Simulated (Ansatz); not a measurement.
The reference is MgO in the rock salt structure (space group Fm-3m, No. 225).

```yaml
crystal:
  lattice:
    - [0.00000, 2.10705, 2.10705]
    - [2.10705, 0.00000, 2.10705]
    - [2.10705, 2.10705, 0.00000]
  atoms:
    - { symbol: Mg, position: [0.00000, 0.00000, 0.00000] }
    - { symbol: O, position: [0.50000, 0.50000, 0.50000] }
```

Cartesian axes are those of the cell as printed.

Method: PBEsol in Ansatz (plane waves to 420 eV, PAW, scalar-relativistic without spin-orbit coupling).

Strains are applied to the cell and any free atomic positions relax; under biaxial strain the out-of-plane vector relaxes too.

One change was made to it. Results:

| quantity | base | after |
|---|---|---|
| pressure (mean of the normal stresses, compression positive) | 0.01 GPa | 3.61 GPa |
| gap character | direct at Γ | direct at Γ |
| valence-band top at Γ (three highest levels, from the VBM) | 0.00, 0.00, 0.00 eV | 0.00, -0.05, -0.05 eV |

What was done to the base?
(A) biaxial strain −0.50 %, plane normal [001], relaxed out of plane
(B) biaxial strain −1.50 %, plane normal [001], relaxed out of plane
(C) biaxial strain −3.00 %, plane normal [001], relaxed out of plane

B, biaxial strain −1.50 %, plane normal [001], relaxed out of plane. For comparison, the valence-band top at Γ in the other runs: biaxial strain −3.00 %, plane normal [001], relaxed out of plane gives 0.00, -0.09, -0.09 eV; biaxial strain −0.50 %, plane normal [001], relaxed out of plane gives 0.00, -0.02, -0.02 eV.

Whether these cells are dynamically stable was not tested. k-point labels follow each cell's own Brillouin zone.

Ansatz is a first-principles code.
